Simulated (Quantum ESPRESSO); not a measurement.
Variants of one calculation on Ba2AlH7 (C2/c, 40 atoms in the cell)

```
Ba2AlH7
1.0
    7.13834    -5.14801     0.00000
    7.13834     5.14801     0.00000
   -3.59943     0.00000     7.76733
Ba Al H
8 4 28
Cartesian
  4.06396  -3.44639   3.74020
  6.61330   3.44639   4.02713
  8.41301  -3.44639   0.14346
  2.26424   3.44639   7.62387
  7.46024  -0.77828   3.72109
  3.21701   0.77828   4.04624
  5.01673  -0.77828   0.16257
  5.66052   0.77828   7.60476
  8.88790   1.47944   6.22365
  1.78935  -1.47944   1.54368
 -0.01036   1.47944   5.42734
 10.68762  -1.47944   2.33999
  8.63855   1.47830   4.51212
  2.03870  -1.47830   3.25521
  0.23898   1.47830   7.13888
 10.43827  -1.47830   0.62845
  2.88179  -2.29323   6.05526
  7.79546   2.29323   1.71207
  5.99575  -2.29323   5.59574
  4.68150   2.29323   2.17159
  7.52317   2.53159   6.42148
  3.15408  -2.53159   1.34585
  1.35436   2.53159   5.22951
  9.32289  -2.53159   2.53782
  5.61956  -3.56984   0.18152
  5.05769   3.56984   7.58581
  6.85741  -3.56984   3.70214
  3.81984   3.56984   4.06519
  7.89202   0.06106   6.35383
  2.78523  -0.06106   1.41350
  0.98551   0.06106   5.29716
  9.69174  -0.06106   2.47017
 10.27439   0.44726   6.10085
  0.40286  -0.44726   1.66648
 -1.39686   0.44726   5.55015
 12.07411  -0.44726   2.21718
  7.51004  -1.06234   0.97767
  3.16721   1.06234   6.78966
  4.96692  -1.06234   2.90599
  5.71033   1.06234   4.86134
```

Base run A: PBEsol, GBRV 1.5 ultrasoft (PBESOL) pseudopotentials run with Quantum ESPRESSO, self-consistent single point.

Its settings: ecutwfc = 40 Ry; ecutrho = 200 Ry; occupations = smearing; smearing = gauss; degauss = 0.000734986 Ry; potentials = {Ba: ba_pbesol_v1.uspp.F.UPF, Al: al_pbesol_v1.uspp.F.UPF, H: h_pbesol_v1.4.uspp.F.UPF}; K_POINTS = automatic 2 2 3 0 0 0; conv_thr = 1e-09 Ry; mixing_beta = 0.7.

The starting cell comes from a database of computed structures (which also holds hypothetical and non-ambient phases and stackings), without a prior relaxation at this level.

ΔF is the free energy per atom less that of run A. A dash stands where there is no value to compare (another energy zero or no entropy term, no result, no spin, no clean gap, or a mesh too coarse for one). Total energies depend on the potentials, the functional and any Hubbard or dispersion term, so they are compared only between runs that share all of them.

Runs:
- B: conv_thr: 1e-09 Ry → 7.3e-06 Ry
- C: pseudopotentials: {Ba: ba_pbesol_v1.uspp.F.UPF, Al: al_pbesol_v1.uspp.F.UPF, H: h_pbesol_v1.4.uspp.F.UPF} → {Ba: ba_pbe_v1.uspp.F.UPF, Al: al_pbe_v1.uspp.F.UPF, H: h_pbe_v1.4.uspp.F.UPF}; input_dft: default → vdw-df-cx [vdW-DF-cx]
- D: lattice scaled by 1.03; ecutwfc: 40 Ry → 24 Ry; ecutrho: 200 Ry → 120 Ry
- E: nosym: default → true
- F: ecutwfc: 40 Ry → 70 Ry; ecutrho: 200 Ry → 350 Ry

```
run  ΔF (meV/atom)  pressure (GPa)  largest force (eV/Å)  gap on the mesh (eV)  k-points
---  -------------  --------------  --------------------  --------------------  --------
A             0.00           -1.49                 0.215                 2.859         6
B             0.00           -1.49                 0.214                 2.858         6
C                –           -0.97                 0.191                 3.054         6
D             33.2           -4.77                 0.208                 2.841         6
E             0.00           -1.49                 0.215                 2.859         8
F            -1.07           -1.45                 0.214                 2.859         6
```

Run C against A: The pressure goes from -1.49 to -0.97 GPa, the largest force goes from 0.215 to 0.191 eV/Å and the gap on the mesh goes from 2.859 to 3.054 eV.

Run D against A: The free energy rises by 33.2 meV/atom, the pressure goes from -1.49 to -4.77 GPa, the largest force hardly changes (0.215 to 0.208 eV/Å) and the gap on the mesh goes from 2.859 to 2.841 eV.
